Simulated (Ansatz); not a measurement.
**Ti under a change: biaxial strain +3.79 %, plane normal [001], relaxed out of plane**

Base system: Ti in the hcp (Mg type) structure (space group P6_3/mmc, No. 194; a = 2.9359 Å, c = 4.6364 Å). Axes: x lies along a and z along c of the hexagonal cell.

It is then changed as follows: tensile biaxial strain of 3.79 % in the plane normal to [001], as in epitaxy on a mismatched substrate; the out-of-plane cell vector and the atoms relax.

Level of theory: r2SCAN (Ansatz, a quantum-chemistry and plane-wave program, PAW, no spin-orbit coupling). k-mesh 18×18×10 (Γ-centred); smearing 0.05 eV (Fermi–Dirac).

The volume per atom grows by 0.81 Å³ to 18.11 Å³ and the pressure (mean of the normal stresses, compression positive) goes from zero to -4.9 GPa. The band gap is still zero and the out-of-plane strain amounts to -2.84 % (rough).

Without a gap, meshes like the base's 18×18×10 leave anisotropic stresses uncertain by several tenths of a GPa, and small strain energies with them. Whether these cells are dynamically stable was not tested. The final runs are not spin-polarised.
